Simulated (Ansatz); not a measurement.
A self-consistent single point of SrC2 (P1, 6 atoms in the cell) with Ansatz (an electronic-structure program).

Method of the run: LDA (PW92), default PAW files made with PBE (plane waves; Ansatz).

```yaml
crystal:
  lattice:
    - [3.54678, -2.22691, 0.00000]
    - [3.54678, 2.22691, 0.00000]
    - [-2.39740, 0.00000, 7.45146]
  atoms:
    - { symbol: Sr, position: [0.18110, 0.82344, 0.75671] }
    - { symbol: Sr, position: [0.82117, 0.17883, 0.25000] }
    - { symbol: C, position: [0.42227, 0.12839, 0.55761] }
    - { symbol: C, position: [0.57773, 0.87161, 0.44239] }
    - { symbol: C, position: [0.87161, 0.57773, 0.94239] }
    - { symbol: C, position: [0.12839, 0.42227, 0.05761] }
```

Reference input (self-consistent single point, DFT, LDA (PW92), plane waves, default PAW files made with PBE): basis.ecutwfc = 420 eV; kpoints.mp_grid.grid = 5 5 2; hamiltonian.xc = lda; hamiltonian.pseudopotentials = {kind: paw} (the program's default PAW files); scf.occupations.method = fermi_dirac; scf.occupations.width = 0.01 eV. This run's input differs from it in these lines:

Ansatz 0.2 input:
```diff
@@ -14,3 +14,3 @@
 basis:
-  ecutwfc: 420.0
+  ecutwfc: 735.0
 kpoints:
```

Log, with long lists cut:

```
SCF iter   1: F=—  HF=-7859.819784 eV  |F-HF|=—  |Δ(HF+E_count)|=         —  Δρ=6.51e-3  dr2=4.85e-2  ethr=1.77e-3  ⟨swp⟩=10.1  Hψ=4214  notcnv=0
all-band conjugate gradients solve this SCF's bands
preconditioner: auto → Resta (q_TF=auto, 2.239 Å⁻¹)
SCF iter   2: F=—  HF=-7859.806060 eV  |F-HF|=—  |Δ(HF+E_count)|=   1.37e-2  Δρ=3.02e-3  dr2=7.76e-3  ethr=1.35e-4  ⟨swp⟩=3.0  Hψ=1215  notcnv=0  defer=39
   [... lines left out ...]
SCF iter   4: F=—  HF=-7859.803879 eV  |F-HF|=—  |Δ(HF+E_count)|=   3.72e-5  Δρ=1.03e-4  dr2=1.66e-5  ethr=9.49e-7  ⟨swp⟩=2.3  Hψ=1002  notcnv=0  defer=41
SCF iter   5: F=—  HF=-7859.803971 eV  |F-HF|=—  |Δ(HF+E_count)|=   9.21e-5  Δρ=5.95e-5  dr2=5.56e-6  ethr=4.62e-8  ⟨swp⟩=2.0  Hψ=843  notcnv=0  defer=41
SCF iter   6: F=—  HF=-7859.803971 eV  |F-HF|=—  |Δ(HF+E_count)|=   4.85e-7  Δρ=2.87e-5  dr2=1.29e-6  ethr=1.55e-8  ⟨swp⟩=2.0  Hψ=843  notcnv=0  defer=41
SCF iter   7: F=-7859.803971 eV  HF=-7859.803971 eV  |F-HF|=5.03e-9  |Δ(HF+E_count)|=   1.41e-7  Δρ=6.60e-6  dr2=5.88e-8  ethr=2.78e-10  ⟨swp⟩=10.8  Hψ=3594  notcnv=0
SCF 1 converged in 7 iterations: F = -7859.803971 eV  dr2 = 5.88e-8
Free energy (F): -7859.803971 eV
Internal energy: -7859.803971 eV  (E = F + TS)
E sigma→0 (E₀):  -7859.803971 eV
Fermi energy:    5.013499 eV
--- Forces (eV/Å), atoms counted from 1 ---
  atom   1  Sr    -0.00379435    -0.04101058    -0.27050262
  atom   2  Sr    -0.00483694     0.04085944     0.14747976
  atom   3  C     -0.07326971    -0.30236721    -0.15262237
  atom   4  C      0.07721013     0.31176027     0.20979513
  atom   5  C      0.07536437    -0.32504174     0.35825355
  atom   6  C     -0.07062467     0.31578175    -0.29227360
--- Stress (GPa, compression-positive) ---
       -4.140245      -0.073917      -0.218342
       -0.073917      -4.981437       0.008437
       -0.218342       0.008437      -4.746150
  P = ⅓ Tr σ = -4.6226 GPa (-46.226 kbar)
  The stress holds the Pulay correction. Without it, at fixed plane waves, as pw.x and ABINIT print it: P = -4.6259 GPa
```

The run converged in 7 iterations. Against the reference run the free energy goes down by 2.9 meV/atom, the pressure hardly changes (-4.61 to -4.62 GPa), the largest force moves little (0.481 to 0.490 eV/Å) and the gap on the mesh stays at 2.318 eV.

The starting cell comes from a database of computed structures (which also holds hypothetical and non-ambient phases and stackings), without a prior relaxation at this level. Its lattice was rescaled by up to half a per cent. One atom was moved a little off its site on purpose. Ansatz's pressure includes its estimate of the finite-basis (Pulay) stress.
